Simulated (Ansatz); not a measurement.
We consider hexagonal WC, described by PBE+SOC in Ansatz (PAW).

Run with plane-wave cutoff 520 eV, 24×24×20 k mesh (along the axes of the cell as run), Fermi–Dirac smearing 0.05 eV, PAW data made under PBE.

Computed points:

| V (Å³/atom) | E − E_lowest (meV/atom) | P (GPa) |
|---|---|---|
| 10.095 | 21.52 | 16.99 |
| 10.305 | 5.19 | 8.05 |
| 10.515 | 0.00 | 0.00 |
| 10.726 | 4.84 | -7.25 |
| 10.936 | 18.71 | -13.76 |

Problem. Estimate the bulk modulus from the pressures at 10.305 and 10.726 Å³/atom, and compare it with a fit to all energies.

Solution. B = −V dP/dV. Between V = 10.305 and 10.726 Å³/atom, dP/dV = (-7.25 − (8.05))/(10.726 − 10.305) = -36.3 GPa per Å³/atom; at the midpoint 10.515 Å³/atom this gives B ≈ 382 GPa. The third-order Birch–Murnaghan fit gives V0 = 10.515 Å³/atom, B0 = 382 GPa, B′ = 4.3, which lies within 1 % of that estimate.

Shape and atoms are relaxed at each volume.

Measured, for comparison: bulk modulus 384 ± 0.8 GPa (room temperature, no zero-point or thermal correction, adiabatic, ultrasonic, our sources range from 377 to 412; as tabulated in Compression behavior of WC and WC-6%Co up to 50 GPa (OSTI 1006718)). Computed (rounded) less measured: bulk modulus -0.5 % (inside the range of the sources held).

Note: the bulk modulus comes from volumes at which shape and atoms were relaxed.

Static lattice: no zero-point or thermal effects.

Computing time: roughly 30 core-minutes.

Ansatz is a program for electronic structure.
